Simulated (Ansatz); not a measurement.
The reference is Sc in the hcp (Mg type) structure (space group P6_3/mmc, No. 194; a = 3.277 Å, c = 5.085 Å).

Structures relaxed with PBEsol (Ansatz, an electronic-structure program; PAW; 420 eV plane waves; no spin-orbit coupling), earlier PAW set.

Base:

Simulated powder pattern, Cu Kα1, λ = 1.54056 Å (kinematic, ideal powder, no thermal factors, no anomalous dispersion; the 8 strongest lines at most, above 2 %, up to 2θ = 90°):

```json
[
 {"2θ (°)": "31.50", "I/Imax (%)": "25", "hkl": "(100)"},
 {"2θ (°)": "35.27", "I/Imax (%)": "24", "hkl": "(002)"},
 {"2θ (°)": "36.22", "I/Imax (%)": "100", "hkl": "(101)"},
 {"2θ (°)": "48.00", "I/Imax (%)": "14", "hkl": "(102)"},
 {"2θ (°)": "56.08", "I/Imax (%)": "17", "hkl": "(110)"},
 {"2θ (°)": "63.91", "I/Imax (%)": "16", "hkl": "(103)"},
 {"2θ (°)": "68.01", "I/Imax (%)": "17", "hkl": "(112)"},
 {"2θ (°)": "68.60", "I/Imax (%)": "13", "hkl": "(201)"}
]
```

Perturbation: La takes the place of Sc on all its sites; the structure is relaxed again.

Where do the lines fall after the change?


Simulated powder pattern, Cu Kα1, λ = 1.54056 Å (kinematic, ideal powder, no thermal factors, no anomalous dispersion; the 8 strongest lines at most, above 2 %, up to 2θ = 90°):

| 2θ (°) | d (Å) | I/Imax (%) | hkl |
|---|---|---|---|
| 28.28 | 3.154 | 23 | (100) |
| 29.75 | 3.001 | 27 | (002) |
| 32.03 | 2.792 | 100 | (101) |
| 41.50 | 2.174 | 16 | (102) |
| 50.06 | 1.821 | 19 | (110) |
| 54.25 | 1.689 | 22 | (103) |
| 59.32 | 1.557 | 22 | (112) |
| 60.68 | 1.525 | 16 | (201) |

The indices refer to each structure's own conventional cell; one index is shown for lines that coincide.

Stability against distortions was not tested. All final runs are without spin polarisation.
